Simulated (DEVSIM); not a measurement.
**abrupt Ge n-p junction**

Device: abrupt Ge n-p junction, at 300 K.

```tsv
layer (left to right)	material	thickness (μm)	Nd (cm⁻³)	Na (cm⁻³)	τn (s)	τp (s)
1	Ge	0.170	8.4e15	-	0.00028	0.00028
2	Ge	1.60	-	2.7e14	0.00028	0.00028
```

Left contact: ohmic. Right contact: ohmic. Voltage is applied to the left contact. Recombination: SRH at mid-gap. Mobility is μmin + (μ − μmin)/(1 + (N/Nref)^α).

This is a model device: material constants are rounded textbook-type values typed into the input, and sizes, dopings and lifetimes were drawn at random. Values at 300 K.

```tsv
parameter	Ge
gap (eV)	0.664
affinity (eV)	4
permittivity	16
Nc (cm⁻³)	1.04e19
Nv (cm⁻³)	6e18
μn (cm²/Vs)	3900
μp (cm²/Vs)	1900
μn,min	150
μp,min	100
Nref,n	2.6e17
Nref,p	4e17
αn	0.56
αp	0.6
```

Simulated with DEVSIM: 1D drift-diffusion, Boltzmann statistics, complete ionisation; no tunnelling, impact ionisation, image-force lowering or self-heating.

```
Quantity                                           Value
---------------------------------------------  ---------
Potential step across the device at zero bias    0.221 V
Largest field in the device at zero bias       5000 V/cm
Dark forward voltage at 100 A/cm²                0.187 V
```

Dark forward current:

| V (V) | J (A/cm²) |
|---|---|
| -0.05 | -1.9 |
| -0.10 | -11 |
| -0.15 | -44 |
| -0.20 | -130 |
| -0.25 | -300 |
| -0.30 | -530 |
| -0.35 | -800 |
| -0.40 | -1100 |
| -0.45 | -1300 |
| -0.50 | -1600 |
| -0.55 | -1800 |
| -0.60 | -2100 |
